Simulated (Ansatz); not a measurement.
For Al2SiO5 (Pnnm, No. 58), PBEsol in Ansatz (plane waves, PAW) gives:

- cohesive energy: 6.70 eV/atom
- band gap: 4.90 eV

What does r²SCAN in Ansatz (plane waves, PAW) give for the same quantities?


- cohesive energy: 6.46 eV/atom (falls by 0.24 eV/atom)
- band gap: 5.67 eV (rises by 0.77 eV)

Changes are worked out from the printed values.

Unless a cell is named, each level is at its own relaxed cell.

Density-functional gaps are differences of (generalised) Kohn–Sham levels.

Caveats: the relaxation could not lower the start's symmetry, so the cell can be a saddle point above a distorted one (PBEsol, r²SCAN). Ansatz's density-functional and Hartree–Fock values are scalar-relativistic unless marked +SOC, with PAW data made under PBE.

Ansatz is a program for electronic structure.
